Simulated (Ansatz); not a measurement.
An Ansatz (a quantum-chemistry and plane-wave program) input (Ansatz LDA, without spin-orbit coupling):

Ansatz 0.2 input:
```yaml
crystal:
  lattice:
    - [2.8266196969, 0, 0]
    - [-1.4133098484, 2.4479244643, 0]
    - [0, 0, 2.7553031735]
  atoms:
    - { symbol: W, position: [0, 0, 0] }
    - { symbol: C, position: [0.3333333333, 0.6666666667, 0.5] }
basis: { ecutwfc: 420, ecutrho_ratio: 4, xc_grid: 2, fft_grid_basis: typed }
kpoints: { mp_grid: { grid: [23, 23, 20] } }
hamiltonian:
  xc: lda
  dispersion: none
  pseudopotentials: { kind: paw }
scf: { occupations: { method: fermi_dirac, width: 0.1 }, convergence: { dr2_threshold: 0.0000000002 } }
relax: { f_tol: 0.005, max_steps: 50 }
output: { forces: true, stress: true }
checkpoint: { write: state.ck, write_every: 1000 }
```

Question: Which symmetry and how many k-points will the program report, and about how many plane waves at Γ?

Answer: Space group P-6m2 (ITA 187) with 12 operations, k-points 616 of 10580, and 393 plane waves at Γ.

Question: And the final pressure?

Answer: 29.24 GPa (compression positive).

The cells carry an imposed strain or load. No phonon test of stability was made. All final runs are without spin polarisation. The cell was made from WC (space group P-6m2, No. 187) by this change: isotropic strain −2.00 %.
